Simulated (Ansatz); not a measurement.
Troubleshooting Ansatz (a program for electronic structure): a failed run on GePt (P1, 8 atoms in the cell). The aim is a self-consistent single point with DFT, PBEsol, plane waves, default PAW files made with PBE.

The input file:

Ansatz 0.2 input:
```yaml
# GePt
crystal:
  lattice:
    - [5.756010, 0.000000, 0.000000]
    - [0.000000, 3.730030, 0.000000]
    - [0.000000, 0.000000, 6.111560]
  atoms:
    - { symbol: Ge, position: [0.813030, 0.754896, 0.590574] }
    - { symbol: Ge, position: [0.180402, 0.237074, 0.419075] }
    - { symbol: Ge, position: [0.679696, 0.261716, 0.086740] }
    - { symbol: Ge, position: [0.313142, 0.758643, 0.918523] }
    - { symbol: Pt, position: [-0.000785, 0.754284, 0.191932] }
    - { symbol: Pt, position: [0.998724, 0.236403, 0.796829] }
    - { symbol: Pt, position: [0.507111, 0.252383, 0.691771] }
    - { symbol: Pt, position: [0.508681, 0.744601, 0.304556] }
basis:
  ecutwfc: 30
kpoints:
  mp_grid:
    grid: [4, 6, 4]
hamiltonian:
  xc: pbesol
  pseudopotentials:
    kind: paw
scf:
  occupations:
    method: cold
    width: 0.272 eV
output:
  forces: true
  eigenvalues: true
  stress: true
```

Log, with long lists cut:

```
Error: inconsistent input (basis.ecutwfc, kpoints): the smallest per-k basis holds n_pw = 44 plane waves (k-point 47, counted from 0 among those solved) but the deck needs at least 65 band(s) per channel, and no run solves more bands than the smallest per-k basis has plane waves; raise basis.ecutwfc until the smallest per-k basis, which caps the automatic band count, holds at least 65 plane waves
```

Task: From the messages shown, name the fault and mend the input.

Result: The fault is this: a cutoff meant in Ry typed as a bare number, read as eV; here the program stops on it instead of giving results. To fix it, convert the value to the unit that the key expects. The program stopped before any SCF iteration.

The sound input it was made from differs as follows (other fixes are possible):
```diff
-basis:
-  ecutwfc: 30
```

With that input, the run converged in 7 iterations: free energy E − TS (on the zero of these files) -66553.1967 eV; Fermi level (on the code's own zero) 17.44 eV; pressure -1.47 GPa; largest force (vector length) 1.050 eV/Å (DFT, PBEsol, plane waves, default PAW files made with PBE).

On the sound input: the starting cell comes from a database of computed structures (which also holds hypothetical and non-ambient phases and stackings), without a prior relaxation at this level. Its atoms were displaced at random from the sites of space group no. 62. Spin polarisation is off. Forces in this geometry exceed 1 eV/Å. Ansatz's pressure includes its estimate of the finite-basis (Pulay) stress.
